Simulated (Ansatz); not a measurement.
Band structure of Nb3Sb (Pm-3n, 8 atoms in the cell).

```
Nb3Sb
1.0
    5.30247     0.00000     0.00000
    0.00000     5.30247     0.00000
    0.00000     0.00000     5.30247
Nb Sb
6 2
Direct
  0.25000   0.00000   0.50000
  0.75000   0.00000   0.50000
  0.50000   0.75000   0.00000
  0.50000   0.25000   0.00000
  0.00000   0.50000   0.75000
  0.00000   0.50000   0.25000
  0.00000   0.00000   0.00000
  0.50000   0.50000   0.50000
```

Level of theory: LDA (PW92), PAW files made with PBE (plane waves; Ansatz, an electronic-structure program).

Settings: kpoints.mp_grid.grid = 5 5 5; hamiltonian.xc = lda; hamiltonian.pseudopotentials = {kind: paw} (an earlier, softer set of the program's PAW files); scf.occupations.method = fermi_dirac; scf.occupations.width = 0.1 eV; kpoints.band_path.npoints = 8.

The starting cell comes from a database of computed structures (which also holds hypothetical and non-ambient phases and stackings), without a prior relaxation at this level. Its lattice was rescaled by a random factor within 2.5 % of one. Spin-orbit coupling is off. Spin polarisation is off.

Levels in eV from the Fermi level, bands 51 to 58:
```json
[
 {"point": "Γ", "51": "-0.85", "52": "-0.85", "53": "-0.26", "54": "-0.26", "55": "0.69", "56": "2.13", "57": "2.13", "58": "2.13"},
 {"point": "X", "51": "-1.11", "52": "-1.11", "53": "-0.66", "54": "-0.66", "55": "1.25", "56": "1.25", "57": "1.90", "58": "1.90"},
 {"point": "M", "51": "-0.27", "52": "-0.03", "53": "-0.03", "54": "0.23", "55": "0.35", "56": "0.35", "57": "0.42", "58": "0.47"},
 {"point": "R", "51": "-0.31", "52": "-0.31", "53": "-0.17", "54": "-0.17", "55": "-0.17", "56": "-0.17", "57": "-0.17", "58": "-0.17"}
]
```

Bands cross the Fermi level along this path, so the cell is metallic at this level.

Keys are those of Ansatz 0.2.
